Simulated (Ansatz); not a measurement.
Consider the following.

```
CELL_PARAMETERS angstrom
      4.76996     0.00000     0.00000
      0.00000     3.60473     0.00000
      0.00000     0.00000    18.28068
ATOMIC_POSITIONS crystal
  As 0.57069 0.00000 0.56563
  As 0.92931 0.50000 0.56563
  As 0.42931 0.00000 0.43437
  As 0.07069 0.50000 0.43437
```

Calculation: PBE, rigid bands (plane waves, PAW, scalar-relativistic; Ansatz, a quantum-chemistry and plane-wave program). Condition of this run: uniaxial strain yy -2 %, other axes clamped. Geometry: cell and atoms relaxed with PBE, then loaded as said.

**Question.** What conductivity effective mass do dilute electrons have at 300 K?

**Answer.** 0.21 (x), 1.23 (y) mₑ.

**Question.** And the band gap?

**Answer.** 0.72 eV at this level; semilocal functionals usually fall short of the measured gap.

Rigid bands, one relaxation time for all states, no polarons. Spin-orbit coupling is left out; where it splits the top of the valence band it changes the hole mass and lowers the gap by about a third of the splitting.
